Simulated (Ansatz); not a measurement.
The parent structure is SrHfO3 (space group I4/mcm, No. 140; a cell from a computed database, its experimental status unchecked).

```xyz
10
Lattice="-2.8571 2.8571 4.1356 2.8571 -2.8571 4.1356 2.8571 2.8571 -4.1356" Properties=species:S:1:pos:R:3 pbc="T T T"
Sr     2.8571     0.0000     2.0678
Sr     0.0000     2.8571     2.0678
Hf     0.0000     0.0000     4.1356
Hf     0.0000     0.0000     0.0000
O      1.1004     3.9575     0.0000
O      1.7567    -1.1004     4.1356
O      1.7567     1.1004     0.0000
O      1.1004     1.7567     4.1356
O      0.0000     0.0000     6.2035
O      0.0000     0.0000     2.0678
```

Method: plane-wave PAW DFT at the PBEsol level (Ansatz, an electronic-structure program, 420 eV), no spin-orbit coupling.

Base values:

Band gap: 4.09 eV

Modification: an isotropic linear strain of −0.58 %, atoms relaxed at fixed cell.

Task: Estimate the effect on the band gap.

Result: The band gap grows by 0.03 eV (4.09 eV → 4.12 eV).

Task: What happens to the energy relative to the base?

Result: The energy increases by 2.1 meV/atom.

With Hf present, leaving out spin-orbit coupling can change the band edges. Gaps are read on the SCF mesh and a high-symmetry path. Whether these cells are dynamically stable was not tested.
